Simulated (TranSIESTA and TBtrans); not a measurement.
Device: terphenyl-4,4''-diyl held by selenolate Se between two Au chains. Leads: straight Au chain, spacing 2.55 Å. Geometry: 34 atoms about the centre moved by SIESTA (PBE, SZP) to a largest force of 0.04 eV/Å, all others as built. Transport runs along z; the first 6 and the last 6 of the 50 atoms are the lead cells, repeated to infinity.

```xyz
50
Lattice="12.953 0.000 0.000 0.000 12.953 0.000 0.000 0.000 59.403" Properties=species:S:1:pos:R:3 pbc="F F T"
Au     6.477     6.477     0.000
Au     6.477     6.477     2.550
Au     6.477     6.477     5.100
Au     6.477     6.477     7.650
Au     6.477     6.477    10.200
Au     6.477     6.477    12.750
Au     6.477     6.477    15.300
Au     6.477     6.477    17.850
Au     6.440     6.515    20.378
Se     8.075     4.839    20.988
C      7.681     5.232    22.891
C      8.446     6.234    23.601
C      8.156     6.534    24.967
C      7.091     5.840    25.643
C      6.330     4.832    24.952
C      6.630     4.521    23.589
C      6.776     6.166    27.065
C      7.847     6.460    27.983
C      7.547     6.769    29.344
C      6.178     6.786    29.788
C      5.108     6.492    28.870
C      5.407     6.183    27.509
C      5.863     7.112    31.210
C      6.623     8.121    31.902
C      6.323     8.432    33.265
C      5.273     7.722    33.965
Se     4.882     8.111    35.869
C      4.508     6.719    33.254
C      4.798     6.419    31.887
H      9.273     6.806    23.025
H      8.712     7.369    25.547
H      5.516     4.265    25.549
H      6.043     3.699    23.021
H      8.933     6.371    27.597
H      8.378     6.949    30.129
H      4.020     6.580    29.255
H      4.578     6.005    26.723
H      7.438     8.688    31.308
H      6.911     9.255    33.830
H      3.679     6.146    33.826
H      4.241     5.585    31.310
Au     6.517     6.434    36.477
Au     6.477     6.477    39.003
Au     6.477     6.477    41.553
Au     6.477     6.477    44.103
Au     6.477     6.477    46.653
Au     6.477     6.477    49.203
Au     6.477     6.477    51.753
Au     6.477     6.477    54.303
Au     6.477     6.477    56.853
```

Run with TranSIESTA and TBtrans (open boundaries, self-consistent; PseudoDojo norm-conserving potentials, scalar-relativistic): PAO.BasisSize DZP, PAO.EnergyShift 0.15 eV, XC.Authors PBE, Mesh.Cutoff 150 Ry, ElectronicTemperature 300 K, TS.Voltage 0.0 eV, TBT.Elecs.Eta 0.001 eV, no spin polarisation.

Energies count from the leads' Fermi level. Transmissions are for one spin of a degenerate pair. The energy step is 0.02 eV; narrower resonances are cut or missed.

| E (eV) | T |
|---|---|
| -0.20 | 0.0235 |
| -0.16 | 0.0250 |
| -0.12 | 0.0389 |
| -0.08 | 0.0283 |
| -0.04 | 0.0228 |
| 0.00 | 0.0201 |
| 0.04 | 0.0206 |
| 0.08 | 0.0201 |
| 0.12 | 0.0196 |
| 0.16 | 0.0193 |
| 0.20 | 0.0191 |

Q: Give the zero-bias conductance in μS and the resistance at 300 K.

A: At the Fermi level T = 0.0201. Averaged with −∂f/∂E over the full grid (kT = 25.9 meV) it is 0.0216. With G0 = 2e²/h = 77.48 μS, G = 1.67 μS and R = 1/G = 599 kΩ.

Q: The eigenchannels at the Fermi level transmit 0.0201. What Fano factor of the shot noise follows at low temperature and bias?

A: F = Σ τ(1 − τ)/Σ τ = 0.0197/0.0201 = 0.98.

The leads' channel count changes near -0.01 eV, within the thermal window, so values at the Fermi level hang on where that band edge falls. The leads are straight chains one atom wide, held at their spacing: model electrodes, not surfaces. Semilocal functionals put molecular levels too close to the Fermi level and tend to overestimate such conductances.
